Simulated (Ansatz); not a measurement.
Input and output of a self-consistent single point for Al (Fm-3m, 1 atom in the cell) (Ansatz, a program for electronic structure)

Computed with PBEsol, default PAW files made with PBE (plane waves; Ansatz).

The input file:

Ansatz 0.2 input:
```yaml
# Al
crystal:
  lattice:
    - [0.000000, 2.031075, 2.031075]
    - [2.031075, 0.000000, 2.031075]
    - [2.031075, 2.031075, 0.000000]
  atoms:
    - { symbol: Al, position: [0.000000, 0.000000, 0.000000] }
basis:
  ecutwfc: 420.0
kpoints:
  mp_grid: { grid: [14, 14, 14] }
hamiltonian:
  xc: pbesol
  pseudopotentials: { kind: paw }
scf:
  occupations: { method: gaussian, width: 0.1 }
output:
  forces: true
  eigenvalues: true
  stress: true
```

Log, with long lists cut:

```
WARN ansatz: RAYON_NUM_THREADS=1 ignored (pool sized by the plan → 1); use --threads N
Pseudopotentials: kind: paw
Pseudopotential: Al, paw, valence charge 3
Crystal: 1 atoms, lattice volume = 16.757 Å³
Basis set: ecut = 420 eV, 331 PW (Γ), exchange–correlation on 40×40×40 points (8 copies of the dense FFT grid, shifted against one another)
Bands: 6, of which v1, the nominal top of the filled ones, is band 2 counted from 1 (1 counted from 0)
Symmetry: 48 space group operations
Space group: Fm-3m (ITA 225), of the structure as read, at distance tolerance 2.6e-5 Å
k-points: 104 of 2744
PAW frozen core: Al, regenerated for the run's functional, and the local potential with it
Initial density: superposition of atomic densities (neutral atoms: chi_scale 0, normalization atom), corrected by the library's trained network
Initial wavefunctions: pseudopotential atomic-orbital guess
Eigensolver: davidson
Functional: x = pbesol(κ = 0.804, μ = 0.12345679012345678), c = pbesol(β = 0.046)
SCF iter   1: F=—  HF=-524.536429 eV  |F-HF|=—  |Δ(HF+E_count)|=         —  Δρ=6.67e-4  dr2=3.48e-5  ethr=1.77e-3  ⟨swp⟩=4.7  Hψ=5346  notcnv=0
all-band conjugate gradients solve this SCF's bands
preconditioner: auto → none
SCF iter   2: F=—  HF=-524.536459 eV  |F-HF|=—  |Δ(HF+E_count)|=   3.00e-5  Δρ=3.47e-4  dr2=1.00e-5  ethr=1.16e-6  ⟨swp⟩=1.9  Hψ=1564  notcnv=0
SCF iter   3: F=—  HF=-524.536465 eV  |F-HF|=—  |Δ(HF+E_count)|=   6.07e-6  Δρ=2.87e-5  dr2=1.60e-7  ethr=3.33e-7  ⟨swp⟩=1.5  Hψ=654  notcnv=0
iter 4 did not close the SCF: its close was put off for the readings that it lacked (scf_convergence_deferred on its scf_iter line)
SCF iter   4: F=-524.536465 eV  HF=-524.536465 eV  |F-HF|=1.12e-8  |Δ(HF+E_count)|=   4.66e-8  Δρ=1.27e-5  dr2=3.03e-8  ethr=5.33e-9  ⟨swp⟩=1.2  Hψ=591  notcnv=0
iter 5 did not close the SCF: its close was put off for the readings that it lacked (scf_convergence_deferred on its scf_iter line)
SCF iter   5: F=-524.536465 eV  HF=-524.536465 eV  |F-HF|=4.89e-12  |Δ(HF+E_count)|=   1.02e-8  Δρ=3.72e-7  dr2=1.03e-11  ethr=1.01e-9  ⟨swp⟩=1.0  Hψ=577  notcnv=0
SCF iter   6: F=-524.536465 eV  HF=-524.536465 eV  |F-HF|=1.82e-12  |Δ(HF+E_count)|=  2.84e-12  Δρ=1.53e-7  dr2=4.65e-12  ethr=1.00e-12  ⟨swp⟩=2.2  Hψ=2259  notcnv=0
SCF 1 converged in 6 iterations: F = -524.536465 eV  dr2 = 4.65e-12
SCF converged after 6 iterations
Free energy (F): -524.536465 eV
Harris-Foulkes:  -524.536465 eV  (|F-HF|=1.82e-12)
Internal energy: -524.533847 eV  (E = F + TS)
E sigma→0 (E₀):  -524.535156 eV
Entropy (-TS):   -0.002619 eV (-2.619 meV/atom)
Fermi energy:    7.692166 eV
--- Per-component energies (eV) ---
  E_band       = 10.051009
  E_kinetic    = 22.597607
  E_local      = 9.541505  (includes V_loc(G=0)·N_el)
  E_nonlocal   = 10.302067
  E_hartree    = 0.099918
  E_xc         = -39.285548
  E_vxc        = -29.009680  (∫ρ·V_xc dr)
  E_paw        = -454.671955  (= ΣΔE_a)
  E_vpaw       = -3.580324  (= ΣTr[D̂ρ^β])
  E_aug_tail   = -0.000003  (compensation charges beyond the density's cutoff)
  E_ewald      = -73.136577
  E_core_change = 0.019139  (= ΣΔE_core)
  E_smearing   = -0.002619  (= −TS)
  E_closure    = 0.000000  (closes the sum)
  Σ components = -524.536465   (vs F -524.536465, Δ=0.00e0)
--- Forces (eV/Å), atoms counted from 1 ---
  atom   1  Al     0.00000000     0.00000000    -0.00000000
  max |Σ_I F_I| component: 1.95e-32 eV/Å
--- Stress (GPa, compression-positive) ---
       -2.873171      -0.000000       0.000000
       -0.000000      -2.873171      -0.000000
       -0.000000      -0.000000      -2.873171
  P = ⅓ Tr σ = -2.8732 GPa (-28.732 kbar)
  The stress holds the Pulay correction. Without it, at fixed plane waves, as pw.x and ABINIT print it: P = -2.9347 GPa
--- Band table (eV; the first three rows and the last of 104) ---
  k-point 0: bands = ["-3.2915", "20.1538", "20.1538", "20.1538", "21.5975", "21.5975"]
  k-point 1: bands = ["-3.1543", "18.0602", "19.7017", "19.7017", "22.2563", "22.2563"]
  k-point 2: bands = ["-2.7437", "15.2214", "19.0779", "19.0779", "22.2058", "23.3448"]
  k-point 103: bands = ["6.3556", "7.5314", "7.6255", "9.1023", "21.6392", "23.0302"]
```

The run converged in 6 iterations.

The starting cell has typed, rounded lattice constants, without a prior relaxation at this level. Its lattice was rescaled by up to half a per cent. Ansatz's pressure includes its estimate of the finite-basis (Pulay) stress.
